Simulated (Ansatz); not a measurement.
The reference is RhSb in the zinc blende structure (space group F-43m, No. 216; a = 5.9043 Å; a hypothetical phase, not in the database extracts checked).

(Cell as relaxed with PBE.)

Levels (all Ansatz, a quantum-chemistry and plane-wave program, PAW): PBE (420 eV, no spin-orbit coupling); r2SCAN (500 eV, scalar-relativistic without spin-orbit coupling).

Each level relaxes its own structure.

```
quantity                     PBE       r2SCAN
-------------------  -----------  -----------
volume per atom         25.73 Å³     25.08 Å³
lattice parameter a  11.157 bohr  11.062 bohr
band gap                    zero         zero
```

PBE's volume per atom lies 0.65 Å³ above r2SCAN's (2.6 %); PBE's lattice parameter a lies 0.095 bohr above r2SCAN's (0.9 %); the two agree on the band gap. Neither level is exact; r2SCAN is the comparison here, not a measurement.

No phonon test of stability was made. All final runs are without spin polarisation.
